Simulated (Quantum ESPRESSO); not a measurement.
Habitual settings against a tight run: AgSnF₆ (P-1, 8 atoms in the cell)

Self-consistent single point.

```xyz
8
Lattice="5.2211 0.0000 0.0000 2.5663 4.6188 0.0000 0.0838 2.6836 5.0811" Properties=species:S:1:pos:R:3 pbc="T T T"
Ag     0.0000     0.0000     0.0000
Sn     2.6525     1.3418     2.5405
F      4.4377     4.5284     3.6645
F      3.4336     2.7740     1.4166
F      6.0713     4.5547     1.3213
F      1.7999     2.7476     3.7598
F      0.9911     1.3637     1.3432
F      6.8801     5.9386     3.7379
```
Moments meant for the start (each program seeds them in its own way; μB, in the order of the atoms Ag Sn F F F F F F): 1.0 0.0 0.0 0.0 0.0 0.0 0.0 0.0.

Level of theory: PBEsol, PSlibrary ultrasoft (PBE) pseudopotentials (plane waves; Quantum ESPRESSO).

Base settings: ecutwfc = 55 Ry; ecutrho = 330 Ry; occupations = smearing; smearing = gaussian; degauss = 0.0036749 Ry; nspin = 2; input_dft = pbesol; K_POINTS = automatic 3 4 3 1 1 1; conv_thr = 1e-10 Ry; mixing_beta = 0.4.

Tight run (finer mesh or higher cutoff; not a proven limit): ecutwfc: 55 Ry → 77 Ry; ecutrho: 330 Ry → 462 Ry; conv_thr: 1e-10 Ry → 7.3e-11 Ry; K_POINTS: automatic 3 4 3 1 1 1 → automatic 5 6 5 1 1 1. It gave top of the valence band (on the code's own zero) 2.03 eV; gap on the k-point mesh 0.43 eV; pressure -3.94 GPa; largest force (vector length) 0.541 eV/Å; size of the cell's spin moment 1.00 μB; site moments (μB, in the program's spheres or projections) Ag 0.57, Sn 0.00, F 0.01, F 0.01, F 0.09, F 0.09, F 0.09, F 0.09.

Quick runs, as changes from the base:
- A: the base itself
- B: ecutwfc: 55 Ry → 33 Ry; ecutrho: 330 Ry → 198 Ry; conv_thr: 1e-10 Ry → 7.3e-06 Ry; K_POINTS: automatic 3 4 3 1 1 1 → automatic 1 1 1 1 1 1
- C: ecutwfc: 55 Ry → 33 Ry; ecutrho: 330 Ry → 198 Ry; K_POINTS: automatic 3 4 3 1 1 1 → automatic 3 3 3 1 1 1

Dashes: pressure of B, not trusted under this conv_thr with d or f elements; gap of B, left out as unsure on this mesh or at this smearing; time of B, under 30 s.

Gaps are read on each run's own mesh, which may miss the band edges.

The count of work is k-points × plane waves × bands × iterations; it is no time. Core times come from one kind of shared machine and are given to one figure; runs under 30 s give none.

The starting cell comes from a database of computed structures (which also holds hypothetical and non-ambient phases and stackings), without a prior relaxation at this level. Its lattice was rescaled by a random factor within 2.5 % of one. With one magnetic atom in the cell only a parallel order is possible. In the base run, with a pressure of about -5 GPa the cell is away from its equilibrium volume at this level. The shifted mesh does not hold Γ, so a gap read on it misses any band edge there.

| run | energy less tight (meV/atom) | pressure less tight (GPa) | largest miss in a force vector (eV/Å) | gap on the mesh less tight (eV) | count of work / tight | core time / tight (rough) |
|---|---|---|---|---|---|---|
| A | 32.8 | -0.94 | 0.005 | 0.041 | 0.14 | 0.2 |
| B | 650.0 | – | 0.409 | – | 0.0021 | – |
| C | 734.6 | -53.32 | 0.021 | 0.014 | 0.049 | 0.06 |

Among the runs at the tight run's level, the energy misses run from 32.8 to 734.6 meV/atom.

Left out of this page: 3 runs of the series outside the window shown, repeating another row's setting, or not comparable.
